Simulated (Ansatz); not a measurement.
**What each level gives and costs: K₃I₂Br (P-3m1, 6 atoms in the cell)**

```
K3I2Br
1.0
    4.82539     0.00000     0.00000
   -2.41269     4.17891     0.00000
    0.00000     0.00000    11.86221
K I Br
3 2 1
Direct
  0.00000   0.00000   0.50000
  0.33333   0.66667   0.15133
  0.66667   0.33333   0.84867
  0.33333   0.66667   0.67383
  0.66667   0.33333   0.32617
  0.00000   0.00000   0.00000
```

Program: Ansatz (an electronic-structure program), default PAW files made with PBE; each row names its functional.

Base settings: basis.ecutwfc = 420 eV; kpoints.mp_grid.grid = 3 3 1; hamiltonian.xc = pbe0; hamiltonian.pseudopotentials = {kind: paw} (the program's default PAW files); scf.occupations.method = gaussian; scf.occupations.width = 0.02 eV.

Differences are taken from PBE0, a reference of convenience: it is no measurement, and no ranking of the functionals follows.

Core times come from one kind of shared machine and are given to one figure; runs under 30 s give none.

The starting cell comes from a database of computed structures (which also holds hypothetical and non-ambient phases and stackings), without a prior relaxation at this level. Its lattice was rescaled by a random factor within 2.5 % of one. Spin-orbit coupling is off. Ansatz's pressure includes its estimate of the finite-basis (Pulay) stress.

```csv
level,gap on the mesh less reference (eV),pressure less reference (GPa),core time / reference (rough)
PBEsol,-1.873,-0.77,–
HSE06,-0.702,0.03,1
PBE0,0.000,0.00,1
```

Keys are those of Ansatz 0.2.
